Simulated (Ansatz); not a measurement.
Take ZrS2 in the CdI2 type structure (space group P-3m1, No. 164; a = 3.6348 Å, c = 5.7197 Å; layered, stacked along the Cartesian z axis) as the base.

Method: PBE-D3(BJ), PAW, 420 eV (Ansatz, an electronic-structure program; spin-orbit coupling left out).

For the base:

| Quantity | Result |
|---|---|
| Band gap | 0.66 eV |
| Gap character | indirect, Γ → L |
| Pressure | 0.00 GPa |

It is then changed as follows: the cell is scaled by 0.9973 in all directions, atoms relaxed at fixed cell.

Task: What does the calculation give for the band gap after the change?

Result: The band gap shrinks by 0.04 eV (0.66 eV → 0.62 eV).

Task: Estimate the effect on the energy relative to the base.

Result: The energy stays essentially unchanged.

Task: What does the calculation give for the gap character after the change?

Result: The gap character stays indirect, Γ → L.

Task: What happens to the pressure?

Result: The pressure (mean of the normal stresses, compression positive) goes from zero to 0.38 GPa.

The cells carry an imposed strain or load. Whether these cells are dynamically stable was not tested.
